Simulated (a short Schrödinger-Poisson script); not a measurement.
## Symmetric double-gate stack, SiO2 on p-type Si(100)

Stack: symmetric double-gate stack, SiO2 on p-type Si(100), at 77 K.

```
layer  material  thickness (nm)  Na (cm⁻³)
-----  --------  --------------  ---------
1          SiO2             2.3          -
2            Si               2       2e15
3          SiO2             2.3          -
```

Constants are typed, rounded textbook-type inputs, not results; the design itself was drawn at random and stands for no fabricated device. SiO2: permittivity 3.9, conduction-band edge (eV) 3.15, gap (eV) 9, electron mass (mₑ) 0.5. Si: permittivity 11.7, conduction-band edge (eV) 0, gap (eV) 1.124, Nv at 300 K (cm⁻³) 3.1e19.

Channel valleys (confinement mass, in-plane density-of-states mass, number): Δ2 0.916, 0.19, 2; Δ4 0.19, 0.417, 4. At the gates, both at one voltage, the conduction-band edge of layer 1 lies 3.32 eV − eVg above the Fermi level of the channel. Gaps are held at their typed values at every temperature. Mesh 0.03 nm at interfaces.

From a short Schrödinger-Poisson script (our own, NumPy): 1D Poisson equation in equilibrium, electrons quantum, Hartree (BenDaniel-Duke, 12 states a valley, the channel's in-plane mass for all, wave functions free to enter the dielectric), parabolic valleys, classical holes, full ionisation, no traps, pinning or gate leakage.

| Vg (V) | electrons (cm⁻²) | C (μF/cm²) | Δ2 E0 (meV) | Δ2 E1 (meV) | Δ4 E0 (meV) | Δ4 E1 (meV) |
|---|---|---|---|---|---|---|
| 0.2 | 1.91e8 | 0.00497 | 57.2 | 316.8 | 223.7 | 1020.6 |
| 0.3 | 7.42e11 | 2.29 | -0.1 | 258.7 | 166.1 | 961.7 |
| 0.4 | 2.25e12 | 2.48 | -13.3 | 243.9 | 152.2 | 945.5 |
| 0.5 | 3.80e12 | 2.50 | -23.8 | 231.7 | 141.0 | 931.9 |
| 0.6 | 5.37e12 | 2.51 | -33.8 | 220.1 | 130.2 | 918.8 |
| 0.7 | 6.93e12 | 2.51 | -43.7 | 208.5 | 119.6 | 905.7 |
| 0.8 | 8.50e12 | 2.51 | -53.6 | 196.9 | 109.0 | 892.7 |
| 0.9 | 1.01e13 | 2.51 | -63.4 | 185.4 | 98.4 | 879.7 |
| 1 | 1.16e13 | 2.51 | -73.3 | 173.9 | 87.8 | 866.8 |
| 1.1 | 1.32e13 | 2.51 | -83.2 | 162.3 | 77.2 | 853.8 |
| 1.2 | 1.48e13 | 2.51 | -93.1 | 150.8 | 66.6 | 840.8 |
| 1.3 | 1.63e13 | 2.51 | -102.9 | 139.3 | 56.1 | 827.9 |
| 1.4 | 1.79e13 | 2.52 | -112.8 | 127.8 | 45.5 | 815.0 |
| 1.5 | 1.95e13 | 2.52 | -122.6 | 116.4 | 35.0 | 802.2 |
| 1.6 | 2.11e13 | 2.54 | -132.0 | 105.4 | 24.9 | 789.7 |

Gate voltages with under 1e6 electrons/cm² are left out.

Subbands count from the Fermi level. The capacitance is that of both gates.
